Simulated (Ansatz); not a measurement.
Where the default PAW files enter, the runs use the earlier of Ansatz's two default sets.

Input:

```
ZnS
1.0
    3.80580     0.00000     0.00000
    0.00000     6.23798     0.00000
    1.90290     0.00000     3.29592
Zn S
2 2
Direct
  0.33333   0.99986   0.33333
  0.66667   0.49986   0.66667
  0.33333   0.62514   0.33333
  0.66667   0.12514   0.66667
```

Space group of this cell: P6_3mc, wurtzite. The cell is taken as given; by LDA its mean pressure is -3.9 GPa.

Transport runs along the normal of the first two printed cell vectors, the (100) plane of the conventional cell.

The gap is the functional's own. No spin-orbit coupling. Mid-gap values are interpolated on the energy grid.

### Question
Predict the band gap and the smallest decay constant κ at mid-gap from LDA (Ansatz, a quantum-chemistry and plane-wave program).

### Answer
Gap 1.96 eV on a 10×6×10 mesh; κ = 0.142 1/Å, at the zone centre.
